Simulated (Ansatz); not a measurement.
Carrier properties of InP (F-43m)

Data:

```
CELL_PARAMETERS angstrom
      0.00000     2.97124     2.97124
      2.97124     0.00000     2.97124
      2.97124     2.97124     0.00000
ATOMIC_POSITIONS crystal
  In 0.00000 0.00000 0.00000
  P  0.25000 0.25000 0.25000
```

Method: PBEsol with spin-orbit coupling, rigid bands (plane waves, PAW; Ansatz, a quantum-chemistry and plane-wave program). Condition of this run: hydrostatic pressure -2 GPa (the target of the relaxation). Geometry: cell and atoms relaxed with PBEsol, then loaded as said.

| Quantity | Result |
|---|---|
| band gap | 0.36 eV |
| hole conductivity mass (300 K, dilute) | 0.58 mₑ |
| effective density of states N_v (300 K) | 2.3e19 cm⁻³ |
| density-of-states mass, holes | 0.94 mₑ |
| Seebeck coefficient, p-type 1e19 cm⁻³, 300 K | 321 μV/K |
| best p-type power factor at 300 K for τ = 10 fs (best axis; densities from 1e16 to 1e21 cm⁻³ tried, whether or not they can be reached) | 13.6 μW/(cm·K²) at 3e20 cm⁻³ |

Rigid bands; masses and Seebeck coefficients take one relaxation time τ for all states and one kind of carrier; polarons and phonon drag are left out.
